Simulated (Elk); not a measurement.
Band structure of Hf₃Co (Pm-3m, 4 atoms in the cell).

```
Hf3Co
1.0
    4.24227     0.00000     0.00000
    0.00000     4.24227     0.00000
    0.00000     0.00000     4.24227
Hf Co
3 1
Direct
  0.00000   0.50000   0.50000
  0.50000   0.00000   0.50000
  0.50000   0.50000   0.00000
  0.00000   0.00000   0.00000
```
Moments meant for the start (each program seeds them in its own way; μB, in the order of the atoms Hf Hf Hf Co): 0.0 0.0 0.0 3.0.

Level of theory: LDA (PW92), all-electron FP-LAPW, Elk's shipped species files, default APW+lo basis (Elk).

Settings: xctype = 3; spinpol = true; rgkmax = 7; stype = 0; swidth = 0.00367493 Ha; ngridk = 6 6 6; reducebf = 0.7; rmtscf = 0.95; nempty = 10 per atom; bfcmt = [[0.0, 0.0, 0.0], [0.0, 0.0, 0.0], [0.0, 0.0, 0.0], [0.0, 0.0, -3.0]].

The starting cell comes from a database of computed structures (which also holds hypothetical and non-ambient phases and stackings), without a prior relaxation at this level. Spin-orbit coupling is off. The starting moments vanished: the run ended non-magnetic, which need not be the lowest state. Values depend on the basis (sphere radii, cutoffs, local orbitals), which need not be converged.

Levels in eV from the Fermi level, bands 43 to 50 of the first spin channel:
```
point     43     44     45     46     47     48     49    50
-----  -----  -----  -----  -----  -----  -----  -----  ----
Γ      -2.39  -0.12  -0.12  -0.12   0.72   0.72   2.88  2.88
X      -1.20  -0.97  -0.76  -0.63  -0.63   1.47   1.47  1.65
M      -1.20  -0.86  -0.85  -0.70  -0.23  -0.12  -0.12  1.82
R      -0.42  -0.42  -0.42   0.73   0.73   0.73   1.26  1.26
```

Bands cross the Fermi level along this path, so the cell is metallic at this level.

The net moment of the cell came out as 0.00 μB.
